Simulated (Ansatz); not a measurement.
Consider TlBr in the zinc blende structure (space group F-43m, No. 216; a = 7.3107 Å; a hypothetical phase, not in the database extracts checked). Axes: x, y, z lie along the cube axes.

Calculations: PBEsol (Ansatz, a first-principles code, PAW, no spin-orbit coupling).

For the base:

- Band gap = 2.76 eV

Perturbation: a free-standing slab of 3 layers (6 atoms, 2 a layer) is cut normal to [110], with 15 Å of vacuum and the in-plane cell held at bulk.

**Question.** Predict the new band gap, excess energy per area of both faces and change of the spacing d12 from its bulk value of 2.585 Å.

**Answer.** The band gap increases by 0.30 eV (2.76 eV → 3.06 eV); the excess energy per area of both faces (slab less bulk energy over the cell's area: twice a surface energy) is 0.14 J/m²; the change of the spacing d12 from its bulk value of 2.585 Å comes out as -6.7 %.

Slab and bulk use different k-meshes, which limits the precision of the excess energy. With Tl present, leaving out spin-orbit coupling can change the band edges. No phonon test of stability was made.
